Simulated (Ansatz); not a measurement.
The starting structures come from a database of crystals and need not be the phases stable at ambient conditions.

By PBEsol, the system below comes out a metal.

Input:

```xyz
2
Lattice="3.0696 0.0000 0.0000 0.0000 3.0696 0.0000 0.0000 0.0000 3.0696" Properties=species:S:1:pos:R:3 pbc="T T T"
Ti     0.0000     0.0000     0.0000
Ru     1.5348     1.5348     1.5348
```

Space group of this cell: Pm-3m, CsCl type. The cell is taken as given; by PBEsol its mean pressure is -5.2 GPa.

The current runs along the normal of the first two printed vectors, the (001) plane. All runs by Ansatz (a first-principles code), plane waves and PAW, without spin-orbit coupling; the base is PBEsol.

```json
[
 {"run": "base", "mean pressure (GPa)": "-5.2", "G/A, both spins (10¹⁵ S/m²)": "0.49"},
 {"run": "all lengths scaled by 0.98", "mean pressure (GPa)": "9.5", "G/A, both spins (10¹⁵ S/m²)": "(withheld)"},
 {"run": "all lengths scaled by 1.02", "mean pressure (GPa)": "-16.2", "G/A, both spins (10¹⁵ S/m²)": "0.44"},
 {"run": "lengths across the current scaled by 0.98, ions clamped", "mean pressure (GPa)": "4.2", "G/A, both spins (10¹⁵ S/m²)": "(withheld)"},
 {"run": "lengths across the current scaled by 1.02, ions clamped", "mean pressure (GPa)": "-12.8", "G/A, both spins (10¹⁵ S/m²)": "0.46"},
 {"run": "lengths along the current scaled by 0.97, ions clamped", "mean pressure (GPa)": "1.9", "G/A, both spins (10¹⁵ S/m²)": "(withheld)"},
 {"run": "lengths along the current scaled by 1.03, ions clamped", "mean pressure (GPa)": "-10.9", "G/A, both spins (10¹⁵ S/m²)": "0.45"}
]
```

**Question.** Complete the blanks.

**Answer.** 
- all lengths scaled by 0.98, G/A, both spins (10¹⁵ S/m²): 0.53
- lengths across the current scaled by 0.98, ions clamped, G/A, both spins (10¹⁵ S/m²): 0.52
- lengths along the current scaled by 0.97, ions clamped, G/A, both spins (10¹⁵ S/m²): 0.54
